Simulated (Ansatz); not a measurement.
# MgO: pressure series

The parent structure is MgO (space group P3m1, No. 156; a cell from a computed database, its experimental status unchecked).

```cif
data_Mg6O6
_chemical_formula_sum 'Mg6 O6'
_space_group_name_H-M_alt 'P 1'
_space_group_IT_number 1
_cell_length_a 3.26525
_cell_length_b 3.26525
_cell_length_c 15.50942
_cell_angle_alpha 90.000
_cell_angle_beta 90.000
_cell_angle_gamma 120.000
loop_
_space_group_symop_operation_xyz
  'x, y, z'
loop_
_atom_site_label
_atom_site_type_symbol
_atom_site_fract_x
_atom_site_fract_y
_atom_site_fract_z
_atom_site_occupancy
Mg1 Mg 0.33333 0.66667 0.35189 1
Mg2 Mg 0.33333 0.66667 0.02071 1
Mg3 Mg 0.66667 0.33333 0.18630 1
Mg4 Mg 0.66667 0.33333 0.51809 1
Mg5 Mg 0.66667 0.33333 0.85250 1
Mg6 Mg 0.00000 0.00000 0.68630 1
O1 O 0.33333 0.66667 0.14832 1
O2 O 0.33333 0.66667 0.47954 1
O3 O 0.66667 0.33333 0.98145 1
O4 O 0.66667 0.33333 0.31391 1
O5 O 0.66667 0.33333 0.64704 1
O6 O 0.00000 0.00000 0.81395 1
```

Cell and atoms are relaxed at each pressure.

The values are results of Ansatz (a quantum-chemistry and plane-wave program), PBEsol, PAW, cutoff 420 eV, no spin-orbit coupling, not measurements.

```tsv
pressure (GPa)	band gap (eV)
-2	3.35
-1	3.39
0	3.43
0.3	3.45
0.7	3.46
1.5	?
3	3.55
7.5	3.70
10	3.78
```

Fit E_g = E₀ + αP + βP² to the rows shown and predict the withheld row.

Least squares on the printed values gives E₀ = 3.43 eV, α = 40.3 meV/GPa, β = -0.58 meV/GPa² (largest residual 0.01 eV); this predicts 3.49 eV, and the run gives 3.49 eV, in agreement.

Load acts through the strain it causes; cell and atoms are relaxed under it. Stability against distortions was not tested. Competing high-pressure phases were not computed. The base started in Cm and relaxed to P3m1 at this level. This is not the structure that MgO has at room temperature and ambient pressure.
